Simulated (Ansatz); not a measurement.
**Do energy and pressure agree? Two volumes of Te (C2, 3 atoms in the cell)**

```
CELL_PARAMETERS angstrom
      2.21885    -3.84316     0.00000
      2.21885     3.84316     0.00000
      0.00000     0.00000     5.90035
ATOMIC_POSITIONS crystal
  Te 0.00000 0.26300 0.66667
  Te 0.74827 0.74827 0.00000
  Te 0.26300 0.00000 0.33333
```

Method of the run: LDA (PW92), default PAW files made with PBE (plane waves; Ansatz, a program for electronic structure).

Settings: basis.ecutwfc = 1010 eV; kpoints.mp_grid.grid = 6 6 3; hamiltonian.xc = lda; hamiltonian.pseudopotentials = {kind: paw} (the program's default PAW files); scf.occupations.method = fermi_dirac; scf.occupations.width = 0.02 eV. This cutoff ends a ladder whose last two steps agree within 1 meV/atom.

The second cell is the first with its lattice scaled by 0.98, at the same fractional positions.

The starting cell has typed, rounded lattice constants, without a prior relaxation at this level. Its lattice was rescaled by up to half a per cent. One atom was moved a little off its site on purpose. Ansatz's pressure includes its estimate of the finite-basis (Pulay) stress.

| cell | volume (Å³/atom) | pressure (GPa) | F less the first cell's (meV/atom) |
|---|---|---|---|
| first | 33.5431 | -0.20 | 0.00 |
| second | 31.5705 | 3.39 | ? |

Task: Estimate the energy of the second cell from the pressures, and the bulk modulus between the two volumes.

Result: With P = −dF/dV, the trapezoid gives ΔF ≈ −(P₁ + P₂)/2 · ΔV = −(1.595 GPa) · (-1.9726 Å³) = 19.64 meV/atom (1 eV/Å³ = 160.22 GPa). The modulus at fixed fractional positions is B = −ΔP/Δln V = 59 GPa, a mean over the interval. P(V) is curved, so the trapezoid lies high by about |ΔV|³·B·(1 + B′)/(12·V̄²) = 1.12 meV/atom for an assumed B′ = 4, which leaves 18.52 meV/atom. The runs gave 18.38 meV/atom, a miss of 0.14 meV/atom. Cases were kept where this miss is small, so the page shows the method and is no test of it.

Left out of this page: 15 runs of the series outside the window shown, repeating another row's setting, or not comparable.

Keys are those of Ansatz 0.2.
